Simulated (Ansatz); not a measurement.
Input:

```yaml
crystal:
  lattice:
    - [0.07210, 2.17831, 2.17831]
    - [2.17831, 0.07210, 2.17831]
    - [2.25041, 2.25041, 0.00000]
  atoms:
    - { symbol: C, position: [0.75296, 0.75296, 0.74704] }
    - { symbol: Si, position: [0.99704, 0.99704, 0.00296] }
```

No spin polarisation.

Level of theory: r2SCAN in Ansatz (plane waves to 500 eV, PAW, no spin-orbit coupling), earlier PAW set. k-mesh 13×13×13 (Γ-centred); smearing 0.05 eV (Fermi–Dirac).

### Question
What is the computed smallest direct gap?

### Answer
4.21 eV.

### Question
What is the computed band gap?

### Answer
1.15 eV.

### Question
Predict the pressure (mean of the normal stresses, compression positive).

### Answer
0.70 GPa.

The cells carry an imposed strain or load. Stability against distortions was not tested. The cell was made from SiC in the zinc blende structure (space group F-43m, No. 216) by this change: tensor shear ε_xy = +3.31 %.

Ansatz is an electronic-structure program.
